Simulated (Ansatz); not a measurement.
Sn in the diamond structure (space group Fd-3m, No. 227)

Space group Fd-3m, origin choice 1 (No. 227); a = 6.6554 Å, b = 6.6554 Å, c = 6.6554 Å, α = 90.00°, β = 90.00°, γ = 90.00°

| atom | site | symmetry | x | y | z |
|---|---|---|---|---|---|
| Sn | 8b | -43m | 0.5000 | 0.5000 | 0.5000 |
(The calculation used a cell of 2 atoms; values per cell refer to that cell.)

Calculations: PBE, PAW, 420 eV (Ansatz, a quantum-chemistry and plane-wave program; no SOC). Γ-centred 12×12×12 mesh, Fermi–Dirac width 0.05 eV.

```yaml
volume_per_atom: 36.85 Å³
density: 5.35 g/cm³
band_gap: zero
total_energy: -6024.212 eV/atom (σ→0; compares only within this code and set-up)
```

No phonon test of stability was made.
